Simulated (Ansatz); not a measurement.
## Amorphous Ge44H6

Preparation: random packing, a CHGNet melt and quench, and a DFT relaxation. The hot cell started wider than the set density and was brought back towards it in steps. It is the lowest in DFT energy of 3 quenches. It is a model cell: composition and starting density were chosen by hand, and all elements were melted together. No dispersion term was used.

All values below come from PBE, scalar-relativistic without spin-orbit coupling (plane waves to 420 eV, PAW; Ansatz, a first-principles code). Geometry, pressure, stress and energy are those of the PBE run. Its sampling: a 2×2×2 Γ-centred mesh; Fermi-Dirac width 0.05 eV; no spin polarisation. The levels at the Fermi energy are partly filled. A closed spacing in one fast-quenched cell at PBE doesn't show the material to be a metal.

- Number of atoms in the cell: 50
- Density (held, not predicted): 4.90 g/cm³
- Volume per atom: 146.4 bohr^3
- Pressure on a 2×2×2 Γ-centred mesh: -9.0 kbar
- Largest force and stress component on that mesh (the relaxation ran on one k-point at (1/4, 1/4, 1/4)): 0.33 eV/Å and 1.1 GPa
- Energy relative to germanium + H2 gas (lowest mix at this level among the phases computed, not always the ambient ones): 22.1 kJ/mol of atoms
- Gap on a 2×2×2 Γ-centred mesh (PBE): within the smearing (under twice its width)

Bonds are counted up to Ge-Ge 2.85 Å, Ge-H 1.80 Å, H-H 0.90 Å.

| Quantity | Result |
|---|---|
| Mean coordination of Ge | 3.91 (2 with 2, 3 with 3, 36 with 4, 3 with 5) |
| Mean coordination of H | 1.00 (6 with 1) |
| Mean Ge-Ge bond | 2.570 Å (spread 0.072 Å, 83 counted) |
| Mean Ge-H bond | 1.578 Å (spread 0.017 Å, 6 counted) |

Its density started from a set value of 4.90 g/cm³. The quench (nominally 550 K/ps over its main leg) was far faster than any real one, so the model tends to hold more defects than a real film. A cell of this size samples the disorder only roughly. The volume was held where the preparation left it and the shape relaxed, at a PBE pressure of -0.9 GPa (tension). Stress components on the final sampling reach 1.1 GPa. On a 2×2×2 Γ-centred mesh force components of up to 0.33 eV/Å stay, since the relaxation ran on one k-point at (1/4, 1/4, 1/4).
